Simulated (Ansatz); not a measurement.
Consider interstitial Ca in rutile TiO2, charge state +2. The step: several atoms move together, Ca the farthest; the atom moves 1.49 Å along (0.00, 0.00, -0.50) of the unit cell; the moving atom starts with neighbours 4 O at 2.11, 2 O at 2.60, 2 O at 2.66 Å and ends with 4 O at 2.11, 2 O at 2.60, 2 O at 2.66 Å. DFT values are from Ansatz (plane-wave PAW, 420 eV unless said) in a cell of 72 host sites, spin-restricted, static, with no finite-size correction. The charge state is imposed; whether it is stable for some Fermi level was not computed. Sites that were not tried may lie lower. The start lies 1.06 eV above the lowest site run (PBE). For the PBE band: the saddle point's order was not checked, and it lies on a symmetry element of the cell, where a band can be held.

```json
[
 {"Level": "CHGNet universal potential (has no charge state), its own band", "Forward barrier (eV)": "0.04", "Cost of the band or of the saddle's single point": "-"},
 {"Level": "PBE, a 2×2×2 k-point mesh shifted by half a step, band relaxed", "Forward barrier (eV)": "0.08", "Cost of the band or of the saddle's single point": "roughly 100 core-minutes"},
 {"Level": "r2SCAN at 500 eV, a 2×2×2 k-point mesh shifted by half a step, same geometries", "Forward barrier (eV)": "(withheld)", "Cost of the band or of the saddle's single point": "about 5 core-minutes (a rough figure)"}
]
```

Complete the blanks.


- r2SCAN at 500 eV, a 2×2×2 k-point mesh shifted by half a step, same geometries, Forward barrier (eV): 0.05

Ansatz is a quantum-chemistry and plane-wave program.
